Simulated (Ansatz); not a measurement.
# A computed series for hypothetical CsCl type BiB: response to strain

The reference is BiB in the CsCl type structure (space group Pm-3m, No. 221; a = 3.309 Å; a hypothetical phase, not in the database extracts checked; relaxed with 0.1 eV smearing). Axes: x, y, z lie along the cube axes.

Strains are applied to the cell and any free atomic positions relax; under biaxial strain the out-of-plane vector relaxes too.

Levels (all Ansatz, an electronic-structure program, PAW): PBEsol (420 eV, no spin-orbit coupling); r2SCAN (500 eV, no spin-orbit coupling).

Pressures by level, all at the geometries relaxed with PBEsol:

```csv
case,PBEsol,r2SCAN
base,0.0 GPa,3.1 GPa
"biaxial strain −1.97 %, plane normal [001], relaxed out of plane",2.2 GPa,5.5 GPa
"biaxial strain −1.10 %, plane normal [110], relaxed out of plane",0.6 GPa,3.7 GPa
"biaxial strain +4.04 %, plane normal [111], relaxed out of plane",-1.1 GPa,1.9 GPa
isotropic strain +2.62 %,-5.3 GPa,-2.6 GPa
isotropic strain +3.99 %,-7.4 GPa,-4.8 GPa
uniaxial strain ε_xx = +4.49 %,-3.1 GPa,-0.2 GPa
```

Single points use the geometry relaxed with PBEsol. Their cutoffs differ, which shifts pressures a little. Stability against distortions was not tested. The final runs are not spin-polarised.
